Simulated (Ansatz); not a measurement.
Spacing of the highest filled and lowest empty level at the zone centre in eight small model glasses of hand-chosen composition and density, fast-quenched (anions pushed apart in CHGNet runs), each at its PBE geometry, by PBE and by r2SCAN (Ansatz, a quantum-chemistry and plane-wave program, plane waves, PAW). The cells are the first eight to finish that balance their formal charges, show no moments and no lower geometry on charging where those were tested, and have a gap at both levels; defect levels can set the spacings.

| cell | quench by | pressure (GPa) | levels at the gap | PBE (eV) | experiment, tabulated (eV) |
|---|---|---|---|---|---|
| Al28O45B2 | CHGNet | 0.1 | localised at the filled edge | 3.58 | - |
| Ga24O38Hf | CHGNet | 3.1 | localised at the filled edge | 2.03 | - |
| Si24O51Sc2 | CHGNet | -2.0 | localised at both edges | 3.12 | - |
| Si30N44Zr3 | CHGNet | 0.1 | localised at both edges | 2.41 | - |
| Hf18O39Sc2 | CHGNet | 0.0 | localised at the filled edge | 3.59 | - |
| Zr20O41K2 | CHGNet | 0.1 | localised at the filled edge | 3.42 | - |
| Ga24O37Li2 | CHGNet | 0.5 | localised at the filled edge | 1.32 | - |
| Si30N45Ta3 | CHGNet | -1.4 | localised at the filled edge | 2.09 | - |

Q: What does r2SCAN give, and how does it move these values against PBE?

A: Al28O45B2 4.22, Ga24O38Hf 2.56, Si24O51Sc2 3.58, Si30N44Zr3 2.76, Hf18O39Sc2 4.03, Zr20O41K2 3.84, Ga24O37Li2 1.83, Si30N45Ta3 2.43 eV. It raises them by +0.34 to +0.64 eV, +0.46 eV on average. A straight line through the eight gives r2SCAN = 1.02 × PBE +0.41 eV, with a scatter of 0.09 eV.
